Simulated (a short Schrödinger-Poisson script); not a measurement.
Structure: MOS inversion layer, SiO2 on p-type Si(100), at 300 K.

```tsv
layer	material	thickness (nm)	Na (cm⁻³)
1	SiO2	3.6	-
2	Si	1000	1.8e17
```

Constants are typed, rounded textbook-type inputs, not results; the design itself was drawn at random and stands for no fabricated device. SiO2: permittivity 3.9, conduction-band edge (eV) 3.15, gap (eV) 9, electron mass (mₑ) 0.5. Si: permittivity 11.7, conduction-band edge (eV) 0, gap (eV) 1.124, Nv at 300 K (cm⁻³) 3.1e19.

Channel valleys (confinement mass, in-plane density-of-states mass, number): Δ2 0.916, 0.19, 2; Δ4 0.19, 0.417, 4. At the gate the conduction-band edge of layer 1 lies 3.36 eV − eVg above the Fermi level of the channel; the field vanishes at the back. Gaps are held at their typed values at every temperature. Mesh 0.03 nm at interfaces.

From a short Schrödinger-Poisson script (our own, NumPy): 1D Poisson equation in equilibrium, electrons quantum, Hartree (BenDaniel-Duke, 12 states a valley, the channel's in-plane mass for all, wave functions free to enter the dielectric), parabolic valleys, classical holes, full ionisation, no traps, pinning or gate leakage.

At Vg = 2.7 V the centroid of the electrons lies 1.43 nm from the interface.

Estimate the gate capacitance as the dielectric in series with that distance, and compare.

The dielectric alone has 0.959 μF/cm²; in series with 1.43 nm of the channel's permittivity, 0.847 μF/cm²; the run gives 0.877 μF/cm². The estimate leaves out the density-of-states capacitance and the centroid's move with voltage.
